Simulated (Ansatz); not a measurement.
CaZrS3 (model structure, started from the cubic perovskite type, Pm-3m, No. 221, 5 atoms in the cell), treated with HSE06+SOC (Ansatz, a quantum-chemistry and plane-wave program, plane waves, PAW).

The input as run:

Ansatz 0.2 input:
```yaml
crystal:
  lattice:
    - [4.9249618873, 0.0, 0.0]
    - [0.0, 4.9249618873, 0.0]
    - [0.0, 0.0, 4.9249618873]
  atoms:
    - { symbol: Ca, position: [0.0, 0.0, 0.0] }
    - { symbol: Zr, position: [0.5, 0.5, 0.5] }
    - { symbol: S, position: [0.0, 0.5, 0.5] }
    - { symbol: S, position: [0.5, 0.5, 0.0] }
    - { symbol: S, position: [0.5, 0.0, 0.5] }
basis:
  ecutwfc: 460
  ecutrho_ratio: 4
  xc_grid: 2
kpoints:
  mp_grid: { grid: [4, 4, 4] }
hamiltonian:
  xc: hse06
  dispersion: none
  pseudopotentials: { kind: paw }
scf:
  occupations: { method: fermi_dirac, width: 0.01 }
  convergence: { dr2_threshold: 0.0000000005 }
output:
  forces: true
  stress: true
  eigenvalues: true
magnetization:
  noncollinear: true
  spin_orbit: true
```

Problem. How many irreducible k-points, plane waves at Γ does the program set up, and what pressure does the run end with?

Solution. 10 irreducible k-points, 2721 plane waves at Γ; P = 1.68 GPa, so the cell is compressed on average and its volume would grow at this level.

The run printed, among other lines:

```
WARN output.stress: scf.exx.energy_threshold = 1e-6 eV is looser than the 5e-8 eV advised for a stress under a hybrid functional (1e-8 eV for each atom of the …
Crystal: 5 atoms, lattice volume = 119.456 Å³
Basis set: ecut = 460 eV, 2721 PW (Γ), exchange–correlation on 72×72×72 points (8 copies of the dense FFT grid, shifted against one another)
Bands: 50, of which v1, the nominal top of the filled ones, is band 40 counted from 1 (39 counted from 0)
Symmetry: 48 space group operations + 48 with time reversal
k-points: 10 of 64
Initial density: superposition of atomic densities (chi_scale 0.1, normalization cell, long waves kept (reshape's long-wave potential 0.01 eV rms))
Crystal: 5 atoms, lattice volume = 119.456 Å³
Initial density: handed on by an earlier stage of this run
Crystal: 5 atoms, lattice volume = 119.456 Å³
SCF 3 converged in 7 iterations: F = -8718.233184 eV  dr2 = 4.58e-10
Free energy (F): -8718.233184 eV
Internal energy: -8718.233184 eV  (E = F + TS)
E sigma→0 (E₀):  -8718.233184 eV
Fermi energy:    7.250233 eV
--- Stress (GPa, compression-positive) ---
        1.683408       0.000000      -0.000000
        0.000000       1.683408       0.000000
        0.000000       0.000000       1.683408
  P = ⅓ Tr σ = 1.6834 GPa (16.834 kbar)
```

The PAW data were made under PBE.

Note: the relaxation could raise the start's symmetry but not lower it, so the cell can be a saddle point. Note: cell and atoms aren't relaxed at this level (pressure 1.7 GPa).

It cost about 8 core-minutes (a rough figure) of CPU time.

A model structure was made by putting elements into a prototype or built by hand; it is no filed structure, need not be a known phase, and can be a saddle point held by its symmetry.
